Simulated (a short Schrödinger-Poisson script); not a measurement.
Stack: gated Al0.3Ga0.7As/GaAs δ-doped gas in a quantum well, at 300 K.

| layer | material | thickness (nm) | Na (cm⁻³) |
|---|---|---|---|
| 1 | Al0.3Ga0.7As | 8 | - |
| 2 | Al0.3Ga0.7As | 20 | - |
| 3 | GaAs | 8 | - |
| 4 | Al0.3Ga0.7As | 4000 | 1e15 |

Constants are typed, rounded textbook-type inputs, not results; the design itself was drawn at random and stands for no fabricated device. Al0.3Ga0.7As: permittivity 12.05, conduction-band edge (eV) 0.237, gap (eV) 1.798, electron mass (mₑ) 0.0919, Nv at 300 K (cm⁻³) 9e18. GaAs: permittivity 12.9, conduction-band edge (eV) 0, gap (eV) 1.424, Nv at 300 K (cm⁻³) 9e18.

Channel valleys (confinement mass, in-plane density-of-states mass, number): Γ 0.067, 0.067, 1. At the gate the conduction-band edge of layer 1 lies 0.99 eV − eVg above the Fermi level of the channel; the field vanishes at the back. Sheet of ionised δ-doping: +2.5e12 e/cm² at 8 nm from the gate. The barrier under the gate holds no holes. Gaps are held at their typed values at every temperature. Mesh 0.08 nm at interfaces.

Solved with a short Schrödinger-Poisson script written for these runs: 1D Poisson equation in equilibrium, electrons quantum, Hartree (BenDaniel-Duke, 40 states a valley, the channel's in-plane mass for all, wave functions free to enter the barrier), parabolic valleys, classical holes, full ionisation, no traps, pinning or gate leakage.

The same stack at other levels of the model or other numerical settings:

```
run                                                                  sheet density of all electrons at Vg = 0.5 V (cm⁻²)  capacitance at Vg = 0.5 V (μF/cm²)  centroid of the channel electrons at Vg = 0.5 V (nm)  rough cost against the base
-------------------------------------------------------------------  ---------------------------------------------------  ----------------------------------  ----------------------------------------------------  ---------------------------
base                                                                                                             4.07e10                               0.148                                                  3.87                      about 1
electrons treated as classical, Boltzmann                                                                        6.51e10                               0.192                                                  3.55                         0.03
electrons treated as classical, Fermi-Dirac                                                                      6.30e10                               0.183                                                  3.58                          0.2
electrons treated as quantum, Hartree plus LDA exchange-correlation                                              4.55e10                               0.162                                                  3.87                      about 1
mesh six times as coarse                                                                                         4.04e10                               0.148                                                  3.86                          0.2
one subband a valley                                                                                             4.03e10                               0.147                                                  3.87                          0.2
```

The classical rows ignore confinement, and Boltzmann statistics overrate the density once the band edge passes the Fermi level.
